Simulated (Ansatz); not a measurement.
**Effective masses and thermopower of PbI₂ under load (space group P-3m1)**

```
PbI2
1.0
    4.30076     0.00000     0.00000
   -2.15038     3.72457     0.00000
    0.00000     0.00000     6.62862
Pb I
1 2
Direct
  0.00000   0.00000   0.00000
  0.66667   0.33333   0.70938
  0.33333   0.66667   0.29062
```

The numbers are results of PBEsol+D3BJ with spin-orbit coupling, rigid bands (plane waves, PAW; Ansatz, an electronic-structure program), not measurements. Condition of this run: hydrostatic pressure 2 GPa (the target of the relaxation). Geometry: cell and atoms relaxed with PBEsol+d3bj, then loaded as said.

```
Property                                                                                                                                                             Value
---------------------------------------------------------------------------------------------------------------------------------------  ---------------------------------
band gap                                                                                                                                                           0.96 eV
electron conductivity mass (300 K, dilute)                                                                                               0.158 (x), 0.158 (y), 0.84 (z) mₑ
hole conductivity mass (300 K, dilute)                                                                                                     0.21 (x), 0.21 (y), 0.38 (z) mₑ
effective density of states N_c (300 K)                                                                                                                        3.3e18 cm⁻³
effective density of states N_v (300 K)                                                                                                                        2.9e18 cm⁻³
density-of-states mass, electrons                                                                                                                                  0.26 mₑ
density-of-states mass, holes                                                                                                                                      0.24 mₑ
Seebeck coefficient, n-type 1e19 cm⁻³, 300 K                                                                                                                     -140 μV/K
Seebeck coefficient, p-type 1e19 cm⁻³, 300 K                                                                                                                      134 μV/K
best p-type power factor at 300 K for τ = 10 fs (best axis; densities from 1e16 to 1e21 cm⁻³ tried, whether or not they can be reached)        8.4 μW/(cm·K²) at 3e20 cm⁻³
```

Rigid bands; masses and Seebeck coefficients take one relaxation time τ for all states and one kind of carrier; polarons and phonon drag are left out. Geometry: cell and atoms relaxed with PBEsol+D3(BJ).

PBEsol with a dispersion correction tends to overbind, so the cell can be several per cent short, in bad cases over ten, which usually narrows a gap: PbI2 under load (space group P-3m1).
